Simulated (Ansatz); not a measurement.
hcp Ru (0 0 1) on corundum (0 0 1) (film strained to the substrate, faces as cut)

A periodic stack without vacuum, hcp Ru (0 0 1) on corundum (0 0 1) (film strained to the substrate, faces as cut): substrate slab Al12O18, film Ru18, surface cells [[1, 0], [0, 1]] and [[-1, 1], [-1, -2]], film strained by +2.0 and +2.0 %, faces Al/Al and Ru/Ru as cut (like faces can put a slab off its formula).

The start was prepared with a machine-learned potential, and the result is one local minimum, with the in-plane cell held and forces under 0.04 eV/Å; the film can end far from its bulk form.

Computed with PBE (plane waves to 420 eV, PAW; Ansatz, a first-principles code). No spin–orbit coupling; the runs are not spin-polarised; PBE gaps are too small against experiment. Its k-point mesh 6×6×1, Fermi–Dirac width 0.05 eV.

```
Property                                                                                    Value
--------------------------------------------------------------------------------  ---------------
interface area                                                                            20.0 Å²
period                                                                                    26.26 Å
gaps between the outermost planes at the two interfaces                           1.95 and 1.96 Å
Al–Ru contacts across the interfaces within 1.22 times the sum of covalent radii   6, mean 2.58 Å
O–Ru contacts across the interfaces within 1.22 times the sum of covalent radii    6, mean 2.44 Å
```

```yaml
crystal:
  lattice:
    - [4.80724, 0.00028, 0.12160]
    - [-2.40320, 4.16428, -0.08669]
    - [-1.46305, 1.55630, 26.22374]
  atoms:
    - { symbol: Al, position: [0.05145, 0.89608, 0.10482] }
    - { symbol: Al, position: [0.71807, 0.25034, 0.04189] }
    - { symbol: Al, position: [0.38481, 0.56616, 0.09454] }
    - { symbol: Al, position: [0.71807, 0.20585, 0.17526] }
    - { symbol: O, position: [0.72717, 0.89628, 0.06005] }
    - { symbol: O, position: [0.36104, 0.23537, 0.06003] }
    - { symbol: O, position: [0.69538, 0.55180, 0.14252] }
    - { symbol: O, position: [0.38308, 0.85909, 0.14252] }
    - { symbol: O, position: [0.07582, 0.23953, 0.14252] }
    - { symbol: O, position: [0.06620, 0.60143, 0.06004] }
    - { symbol: Al, position: [0.71799, 0.17166, 0.27743] }
    - { symbol: Al, position: [0.38472, 0.53284, 0.19421] }
    - { symbol: Al, position: [0.05134, 0.84482, 0.25803] }
    - { symbol: Al, position: [0.38458, 0.48365, 0.34124] }
    - { symbol: O, position: [0.41255, 0.18971, 0.22618] }
    - { symbol: O, position: [0.02443, 0.49429, 0.22619] }
    - { symbol: O, position: [0.35679, 0.82681, 0.30931] }
    - { symbol: O, position: [0.05214, 0.13403, 0.30931] }
    - { symbol: O, position: [0.74493, 0.52217, 0.30931] }
    - { symbol: O, position: [0.71715, 0.88242, 0.22618] }
    - { symbol: Al, position: [0.38446, 0.45035, 0.44092] }
    - { symbol: Al, position: [0.05123, 0.81065, 0.36021] }
    - { symbol: Al, position: [0.71782, 0.12043, 0.43063] }
    - { symbol: Al, position: [0.05120, 0.76620, 0.49354] }
    - { symbol: O, position: [0.07389, 0.46469, 0.39296] }
    - { symbol: O, position: [0.69349, 0.77698, 0.39296] }
    - { symbol: O, position: [0.04212, 0.12032, 0.47545] }
    - { symbol: O, position: [0.70298, 0.41501, 0.47544] }
    - { symbol: O, position: [0.40829, 0.78114, 0.47545] }
    - { symbol: O, position: [0.38620, 0.15741, 0.39296] }
    - { symbol: Ru, position: [0.70131, 0.39057, 0.56797] }
    - { symbol: Ru, position: [0.05073, 0.09109, 0.56824] }
    - { symbol: Ru, position: [0.40182, 0.74256, 0.56828] }
    - { symbol: Ru, position: [0.38505, 0.38230, 0.64584] }
    - { symbol: Ru, position: [0.71817, 0.04928, 0.64598] }
    - { symbol: Ru, position: [0.05123, 0.71567, 0.64526] }
    - { symbol: Ru, position: [0.71868, 0.35587, 0.72683] }
    - { symbol: Ru, position: [0.05139, 0.02118, 0.72718] }
    - { symbol: Ru, position: [0.38410, 0.68852, 0.72722] }
    - { symbol: Ru, position: [0.38529, 0.32802, 0.80817] }
    - { symbol: Ru, position: [0.71783, 0.99531, 0.80825] }
    - { symbol: Ru, position: [0.05050, 0.66049, 0.80854] }
    - { symbol: Ru, position: [0.71794, 0.30062, 0.89015] }
    - { symbol: Ru, position: [0.05099, 0.96730, 0.88941] }
    - { symbol: Ru, position: [0.38442, 0.63428, 0.88956] }
    - { symbol: Ru, position: [0.36750, 0.27400, 0.96711] }
    - { symbol: Ru, position: [0.71854, 0.92519, 0.96723] }
    - { symbol: Ru, position: [0.06779, 0.62578, 0.96736] }
```
